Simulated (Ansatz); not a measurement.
Density of states of Sc₂GeB₂Ir₅ (P4/mbm, 20 atoms in the cell).

```
Sc2GeB2Ir5
1.0
    9.28117     0.00000     0.00000
    0.00000     9.28117     0.00000
    0.00000     0.00000     3.17040
Sc Ge B Ir
4 2 4 10
Direct
  0.67491   0.17491   0.00000
  0.32509   0.82509   0.00000
  0.82509   0.67491   0.00000
  0.17491   0.32509   0.00000
  0.00000   0.00000   0.00000
  0.50000   0.50000   0.00000
  0.12465   0.62465   0.00000
  0.87535   0.37535   0.00000
  0.37535   0.12465   0.00000
  0.62465   0.87535   0.00000
  0.21534   0.07190   0.50000
  0.78466   0.92810   0.50000
  0.92810   0.21534   0.50000
  0.07190   0.78466   0.50000
  0.71534   0.42810   0.50000
  0.28466   0.57190   0.50000
  0.42810   0.28466   0.50000
  0.57190   0.71534   0.50000
  0.50000   0.00000   0.50000
  0.00000   0.50000   0.50000
```

Computed with PBEsol, default PAW files made with PBE (plane waves; Ansatz, a program for electronic structure).

SCF settings: kpoints.mp_grid.grid = 3 3 7; hamiltonian.xc = pbesol; hamiltonian.pseudopotentials = {kind: paw} (the program's default PAW files); scf.occupations.method = fermi_dirac; scf.occupations.width = 0.05 eV. Keys of the DOS step: output.dos.nscf_kmesh.grid = 6 6 14.

The starting cell comes from a database of computed structures (which also holds hypothetical and non-ambient phases and stackings), without a prior relaxation at this level. Spin-orbit coupling is off. Spin polarisation is off.

Total DOS (both spins), as means of the tabulated values in each energy bin; the zero is the program's Fermi level or highest filled level, and the curve is cut to this window:

```
E (eV)  states/eV/cell
------  --------------
-7.88             1.22
-7.62             1.26
-7.38             4.00
-7.12             6.50
-6.88             9.89
-6.62             6.94
-6.38             5.20
-6.12             8.24
-5.88             19.6
-5.62             17.0
-5.38             10.5
-5.12             15.7
-4.88             26.5
-4.62             23.4
-4.38             15.5
-4.12             18.1
-3.88             18.3
-3.62             15.1
-3.38             10.7
-3.12             17.6
-2.88             20.6
-2.62             21.0
-2.38             25.4
-2.12             24.6
-1.88             21.5
-1.62             18.7
-1.38             16.6
-1.12             13.3
-0.88             7.30
-0.62             7.61
-0.38             4.23
-0.12             6.12
0.12              4.59
0.38              4.45
0.62              7.33
0.88              11.8
```

Around zero the curve holds about 5.6 states/eV/cell.

Keys are those of Ansatz 0.2.
